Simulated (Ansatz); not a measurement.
The structure below was relaxed with PBE (Ansatz, a first-principles code, PAW, no spin-orbit coupling), at pressure −1 GPa.

```
CELL_PARAMETERS angstrom
      3.94426     0.00000     0.00000
      0.00000     3.94426     0.00000
      0.00000     0.00000     3.94426
ATOMIC_POSITIONS crystal
  Sr 0.00000 0.00000 0.00000
  Ti 0.50000 0.50000 0.50000
  O  0.50000 0.00000 0.50000
  O  0.00000 0.50000 0.50000
  O  0.50000 0.50000 0.00000
```

Task: Find the space group and the Wyckoff positions.

Result: Space group Pm-3m (No. 221); a = b = c = 3.944 Å, α = β = γ = 90.00°

```tsv
atom	site	symmetry	x	y	z
Sr	1a	m-3m	0.0000	0.0000	0.0000
Ti	1b	m-3m	0.5000	0.5000	0.5000
O	3c	4/mm.m	0.0000	0.5000	0.5000
```

Task: Describe the coordination.

Result: The crystal has 5 atoms in its conventional cell. Conventional cell: a = b = c = 3.9443 Å, α = β = γ = 90.00°. Sr is coordinated by 12 O at 2.789 Å (cuboctahedral). Ti sees 6 O at 1.972 Å (octahedral). O sees 2 Ti at 1.972 Å and 4 Sr at 2.789 Å (octahedral). (Neighbours: up to the widest gap in distance over summed covalent radii, below 1.35, at either atom; cation-cation and far metal-metal contacts left out.)

Load acts through the strain it causes; cell and atoms are relaxed under it. No phonon test of stability was made. The final runs are not spin-polarised. The cell was made from SrTiO3 in the cubic perovskite structure (space group Pm-3m, No. 221) by this change: pressure −1 GPa. Many cubic perovskites are stable only at high temperature; tilts and polar distortions were not tested.
